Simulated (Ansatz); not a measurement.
# C: strain tensor (xx, yy, zz, yz, xz, xy) = (+1.41, −1.82, −0.11, −0.09, +0.87, −0.05) %

Start from C in the diamond structure (space group Fd-3m, No. 227; a = 3.5537 Å). Axes: x, y, z lie along the cube axes.

It is then changed as follows: strain tensor (xx, yy, zz, yz, xz, xy) = (+1.41, −1.82, −0.11, −0.09, +0.87, −0.05) %; the atoms relax in the strained cell.

All numbers come from PBEsol (Ansatz, an electronic-structure program), spin-orbit coupling left out, earlier PAW set. k-mesh 16×16×16 (Γ-centred); smearing 0.05 eV (Fermi–Dirac).

| quantity | base | changed | shift |
|---|---|---|---|
| volume per atom | 5.61 Å³ | 5.58 Å³ | -0.03 Å³ |
| space group | Fd-3m (No. 227) | P-1 (No. 2) | – |
| shortest interatomic distance | 2.908 bohr | 2.888 bohr | -0.020 bohr |
| energy relative to the base (free energy F) | 0 meV/atom | +12 meV/atom | +12 meV/atom |
| pressure (mean of the normal stresses, compression positive) | 0.00 GPa | 2.64 GPa | +2.64 GPa |
| band gap | 4.04 eV | 3.38 eV | -0.66 eV |
| gap character | – | indirect, Γ → Γ–V (75 % along) | – |
| smallest direct gap | 5.57 eV | 5.12 eV | -0.45 eV |
| valence-band top at Γ (three highest levels, from the VBM) | 0.00, 0.00, 0.00 eV | 0.00, -0.24, -0.49 eV | – |
| valley order (the lowest conduction-band minima on the path, energy above the VBM, named in the base's zone) | a point along ⟨100⟩, about 1.3 Å⁻¹ from Γ 4.04 eV | a point along [010], about 1.3 Å⁻¹ from Γ 3.38 eV; a point along [001], about 1.3 Å⁻¹ from Γ 3.83 eV; a point along [100], about 1.2 Å⁻¹ from Γ 4.19 eV | – |
| stress (xx, yy, zz, yz, xz, xy; compression positive) | – | (-12.33, 17.71, 2.54, 1.07, -9.68, 0.57) GPa | – |

Final structure:

```
CELL_PARAMETERS angstrom
      0.01448     1.74289     1.77328
      1.81725    -0.00249     1.79025
      1.80100     1.74360     0.01377
ATOMIC_POSITIONS crystal
  C  0.50029 0.49969 0.50027
  C  0.74971 0.75031 0.74973
```

Cost of the whole job for the changed cell (relaxation, final SCF and bands): very roughly 60 core-seconds.

Whether these cells are dynamically stable was not tested. Labels are those of the standard path for the cell's own space group.
